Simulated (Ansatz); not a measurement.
WS₂ (model structure, C2/m, No. 12, 6 atoms in the cell) was calculated with PBEsol (plane waves, PAW; Ansatz, a first-principles code).

Output (set-up and result lines):

```
Relaxation: its limit of steps is 80 (relax.max_steps)
Crystal: 6 atoms, lattice volume = 110.908 Å³
Basis set: ecut = 520 eV, 2959 PW (Γ), FFT grids on a1−a2, a1+a3, a3, exchange–correlation on 48×108×90 points (8 copies of the dense FFT grid, shifted against one another)
Bands: 32, of which v1, the nominal top of the filled ones, is band 26 counted from 1 (25 counted from 0)
Symmetry: 4 space group operations
Space group: C2/m (ITA 12), of the structure as read, at distance tolerance 4.8e-5 Å
k-points: 866 of 3240
Functional: x = pbesol(κ = 0.804, μ = 0.12345679012345678), c = pbesol(β = 0.046)
SCF iter   1: F=—  HF=-24057.015420 eV  |F-HF|=—  |Δ(HF+E_count)|=         —  Δρ=7.48e-3  dr2=7.63e-2
SCF iter   2: F=—  HF=-24057.013027 eV  |F-HF|=—  |Δ(HF+E_count)|=   2.39e-3  Δρ=3.73e-3  dr2=3.46e-2
  ...
SCF 1 converged in 7 iterations: F = -24057.006196 eV  dr2 = 7.20e-9
Crystal: 6 atoms, lattice volume = 110.908 Å³
Basis set: ecut = 520 eV, 2967 PW (Γ), FFT grids on a1−a2, a1+a3, a3, exchange–correlation on 48×108×90 points (8 copies of the dense FFT grid, shifted against one another)
Initial density: handed on by an earlier stage of this run
  ...
SCF 3 converged in 5 iterations: F = -24057.025004 eV  dr2 = 4.26e-7
Crystal: 6 atoms, lattice volume = 110.908 Å³
SCF 4 converged in 4 iterations: F = -24057.025119 eV  dr2 = 1.57e-8
Crystal: 6 atoms, lattice volume = 110.908 Å³
SCF 5 converged in 5 iterations: F = -24057.025170 eV  dr2 = 4.54e-10
Crystal: 6 atoms, lattice volume = 110.908 Å³
SCF 6 converged in 4 iterations: F = -24057.025172 eV  dr2 = 9.52e-10
Crystal: 6 atoms, lattice volume = 110.908 Å³
SCF iter   5: F=—  HF=-24057.025173 eV  |F-HF|=—  |Δ(HF+E_count)|=  8.37e-11  Δρ=1.27e-7  dr2=5.30e-11
SCF iter   6: F=-24057.025173 eV  HF=-24057.025173 eV  |F-HF|=3.64e-12  |Δ(HF+E_count)|=  7.28e-12  Δρ=2.09e-8  dr2=1.00e-12
SCF 7 converged in 6 iterations: F = -24057.025173 eV  dr2 = 1.00e-12
SCF converged after 6 iterations
Free energy (F): -24057.025173 eV
Internal energy: -24057.010291 eV  (E = F + TS)
E sigma→0 (E₀):  -24057.017732 eV
Fermi energy:    10.498550 eV
--- Forces (eV/Å), atoms counted from 1 ---
  atom   1  S     -0.00009151     0.00000000    -0.00092693
  atom   2  S      0.00008286     0.00000000     0.00004383
  atom   3  S     -0.00008286    -0.00000000    -0.00004383
  atom   4  S      0.00009151    -0.00000000     0.00092693
  atom   5  W     -0.00134152     0.00000000    -0.00046164
  atom   6  W      0.00134152    -0.00000000     0.00046164
--- Stress (GPa, compression-positive) ---
       -0.290771       0.000000       0.004076
        0.000000      -0.288918       0.000000
        0.004076       0.000000      -0.289049
  P = ⅓ Tr σ = -0.2896 GPa (-2.896 kbar)
```

Write an input file that could have produced this run (the log leaves some choices open).

Several could match; the one computed here: 
Ansatz 0.2 input:
```yaml
crystal:
  lattice:
    - [6.8413004163, -1.6040355657, -0.2027249653]
    - [6.8413004163, 1.6040355657, -0.2027249653]
    - [-2.5238289354, 0.0, 5.1281495315]
  atoms:
    - { symbol: S, position: [0.141544252, 0.141544252, 0.4592984365] }
    - { symbol: S, position: [0.6067695481, 0.6067695481, 0.9229670722] }
    - { symbol: S, position: [0.3932304519, 0.3932304519, 0.0770329278] }
    - { symbol: S, position: [0.858455748, 0.858455748, 0.5407015635] }
    - { symbol: W, position: [0.7562572588, 0.7562572588, 0.8077833563] }
    - { symbol: W, position: [0.2437427412, 0.2437427412, 0.1922166437] }
basis:
  ecutwfc: 520
  ecutrho_ratio: 4
  xc_grid: 2
kpoints:
  mp_grid: { grid: [18, 18, 10] }
hamiltonian:
  xc: pbesol
  dispersion: none
  pseudopotentials: { kind: paw }
scf:
  occupations: { method: fermi_dirac, width: 0.05 }
output:
  forces: true
  stress: true
  eigenvalues: true
relax:
  f_tol: 0.004
  escape_saddle: false
  max_steps: 80
  cell: { stress_tol: 0.02, fix: [volume] }
```

The cell is one volume of an energy–volume scan, off the minimum.

The PAW data were made under PBE.

Note: the run has no spin polarisation, so it can have missed a magnetic state. Note: the relaxation could raise the start's symmetry but not lower it, so the cell can be a saddle point.

Cost on a shared machine: roughly 40 core-minutes.

A model structure was made by putting elements into a prototype or built by hand; it is no filed structure, need not be a known phase, and can be a saddle point held by its symmetry.
